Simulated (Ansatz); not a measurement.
For TaSi (model structure, started from the WC type, P-6m2, No. 187, 2 atoms in the cell), PBE-D3(BJ) (plane waves, PAW; Ansatz, a first-principles code) gives:

```
Quantity                         Result
------------------------------  -------
equilibrium lattice constant a  2.998 Å
lattice parameter c             4.003 Å
```

Task: What does r²SCAN (PAW; Ansatz) give for the same quantities?

Result: 
- lattice constant a: 3.032 Å (increases by 1.1 %)
- lattice parameter c: 3.983 Å (drops by 0.5 %)

Changes are worked out from the printed values.

Unless a cell is named, each level is at its own relaxed cell (PBE-D3(BJ) 15.58, r²SCAN 15.86 Å³/atom).

Levels without +SOC leave out spin–orbit coupling, which shifts energies and cells of such heavy elements.

Ansatz's density-functional and Hartree–Fock values are scalar-relativistic unless marked +SOC, with PAW data made under PBE.

A model structure was made by putting elements into a prototype or built by hand; it is no filed structure, need not be a known phase, and can be a saddle point held by its symmetry.
